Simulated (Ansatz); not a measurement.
Bulk modulus of Sn (model structure, started from the lonsdaleite type, P6₃/mmc, No. 194, 4 atoms in the cell) at several levels of theory

No measured value is used here.

```csv
level (code),value (GPa),cell (Å³/atom)
LDA (Ansatz),45.4,33.82
PBEsol (Ansatz),42.1,34.87
r²SCAN (Ansatz),43.1,35.35
```

LDA, PBEsol, r²SCAN: the bulk modulus is −V dP/dV from two relaxed cells at ±2 % in volume. Each level is taken at its own relaxed cell. Cutoffs differ between the levels. Ansatz's density-functional and Hartree–Fock values are scalar-relativistic unless marked +SOC, with PAW data made under PBE.

A model structure was made by putting elements into a prototype or built by hand; it is no filed structure, need not be a known phase, and can be a saddle point held by its symmetry.

Ansatz is an electronic-structure program.
